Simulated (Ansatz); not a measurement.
## Al (Im-3m, No. 229, 1 atom in the cell; start mp-998860; another form than the element's usual one)

These are r²SCAN in Ansatz (PAW) values and carry that method's errors.

Run with plane-wave cutoff 560 eV, 24×24×24 k mesh, Fermi–Dirac smearing 0.05 eV, scalar-relativistic PAW data made under PBE.

Cell (relaxed at this level):

```xyz
1
Lattice="-1.5944 1.5944 1.5944 1.5944 -1.5944 1.5944 1.5944 1.5944 -1.5944" Properties=species:S:1:pos:R:3 pbc="T T T"
Al     0.0000     0.0000     0.0000
```

| Item | Result |
|---|---|
| band gap | none |
| bulk modulus B0 | 82.3 GPa |

Note: the relaxation could not lower the start's symmetry, so the cell can be a saddle point above a distorted one; the bulk modulus is −V dP/dV from two relaxed cells at ±2 % in volume.

It cost roughly 14 core-seconds of CPU time.

A start named mp-… is a Materials Project structure, which need not be a measured phase.

Ansatz is a program for electronic structure.
